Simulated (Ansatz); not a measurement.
Candidates (primitive cells; geometry: cell and atoms relaxed with PBEsol):
A. BP (F-43m), a = b = c = 3.196 Å, α = β = γ = 60.00°
B. AlP (F-43m), a = b = c = 3.868 Å, α = β = γ = 60.00°
C. InP (F-43m), a = 4.1569 Å, b = 4.1569 Å, c = 4.1569 Å, α = 60.00°, β = 60.00°, γ = 60.00°

Problem. Order them by Seebeck coefficient, n-type 1e19 cm⁻³ (highest first) at the level HSE06, rigid bands (Ansatz, an electronic-structure program).

Solution. C (-61 μV/K), B (-260 μV/K), A (-331 μV/K)

Seebeck coefficients are for the stated density at 300 K, with one relaxation time for all states and whether or not that doping can be reached. Spin-orbit coupling is left out.
